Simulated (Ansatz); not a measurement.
Ansatz (a first-principles code) run on K₂Pt (I4mm, 3 atoms in the cell): self-consistent single point.

Computed with LDA (PW92), default PAW files made with PBE (plane waves; Ansatz).

```
K2Pt
1.0
    0.00000     3.77012     3.77012
    3.77012     0.00000     3.77012
    3.77012     3.77012     0.00000
K Pt
2 1
Direct
  0.75000   0.75000   0.75000
  0.25000   0.25000   0.25000
  0.00663   0.00663   0.99337
```

Reference input (self-consistent single point, DFT, LDA (PW92), plane waves, default PAW files made with PBE): basis.ecutwfc = 30.9 Ry; kpoints.mp_grid.grid = 6 6 6; hamiltonian.xc = lda; hamiltonian.pseudopotentials = {kind: paw} (the program's default PAW files); scf.occupations.method = fermi_dirac; scf.occupations.width = 0.0037 Ry. This run's input differs from it in these lines:

Ansatz 0.2 input:
```diff
@@ -17,3 +17,3 @@
 scf:
-  occupations: { method: fermi_dirac, width: 0.0037 Ry }
+  occupations: { method: fermi_dirac, width: 0.0147 Ry }
 output:
```

The program printed (abridged):

```
SCF iter   1: F=—  HF=-15237.121949 eV  |F-HF|=—  |Δ(HF+E_count)|=         —  Δρ=4.13e-3  dr2=7.77e-3  ethr=1.77e-3  ⟨swp⟩=5.2  Hψ=3044  notcnv=0
all-band conjugate gradients solve this SCF's bands
preconditioner: auto → none
SCF iter   2: F=—  HF=-15237.120616 eV  |F-HF|=—  |Δ(HF+E_count)|=   1.33e-3  Δρ=1.96e-3  dr2=1.29e-3  ethr=2.16e-5  ⟨swp⟩=2.7  Hψ=1265  notcnv=0
SCF iter   3: F=—  HF=-15237.120596 eV  |F-HF|=—  |Δ(HF+E_count)|=   2.01e-5  Δρ=6.10e-4  dr2=5.99e-4  ethr=3.59e-6  ⟨swp⟩=2.1  Hψ=906  notcnv=0
SCF iter   4: F=—  HF=-15237.120558 eV  |F-HF|=—  |Δ(HF+E_count)|=   3.74e-5  Δρ=4.12e-4  dr2=3.57e-4  ethr=1.66e-6  ⟨swp⟩=2.0  Hψ=870  notcnv=0
SCF iter   5: F=—  HF=-15237.120508 eV  |F-HF|=—  |Δ(HF+E_count)|=   5.04e-5  Δρ=1.60e-4  dr2=5.36e-5  ethr=9.91e-7  ⟨swp⟩=2.0  Hψ=784  notcnv=0
SCF iter   6: F=—  HF=-15237.120500 eV  |F-HF|=—  |Δ(HF+E_count)|=   8.10e-6  Δρ=3.39e-5  dr2=2.56e-6  ethr=1.49e-7  ⟨swp⟩=2.0  Hψ=847  notcnv=0
SCF iter   7: F=-15237.120499 eV  HF=-15237.120499 eV  |F-HF|=6.82e-9  |Δ(HF+E_count)|=   3.83e-7  Δρ=4.11e-6  dr2=2.10e-8  ethr=2.78e-10  ⟨swp⟩=3.3  Hψ=2840  notcnv=0
SCF 1 converged in 7 iterations: F = -15237.120499 eV  dr2 = 2.10e-8
Free energy (F): -15237.120499 eV
Internal energy: -15237.053341 eV  (E = F + TS)
E sigma→0 (E₀):  -15237.086920 eV
Entropy (-TS):   -0.067158 eV (-22.386 meV/atom)
Fermi energy:    5.330662 eV
--- Forces (eV/Å), atoms counted from 1 ---
  atom   1  K     -0.00000000    -0.00000000     0.03629442
  atom   2  K      0.00000000     0.00000000     0.03629442
  atom   3  Pt    -0.00000000     0.00000000    -0.07249249
--- Stress (GPa, compression-positive) ---
       -1.667250       0.000000      -0.000000
        0.000000      -1.667250       0.000000
       -0.000000      -0.000000      -1.675755
  P = ⅓ Tr σ = -1.6701 GPa (-16.701 kbar)
  The stress holds the Pulay correction. Without it, at fixed plane waves, as pw.x and ABINIT print it: P = -1.6765 GPa
```

The run converged in 7 iterations. Against the reference run the free energy falls by 4.2 meV/atom, the pressure hardly changes (-1.76 to -1.67 GPa), the largest force stays at 0.072 eV/Å and the gap on the mesh goes from 1.327 to 1.359 eV.

The starting cell comes from a database of computed structures (which also holds hypothetical and non-ambient phases and stackings), without a prior relaxation at this level. Its lattice was rescaled by up to half a per cent. One atom was moved a little off its site on purpose. Spin-orbit coupling is off. Ansatz's pressure includes its estimate of the finite-basis (Pulay) stress.
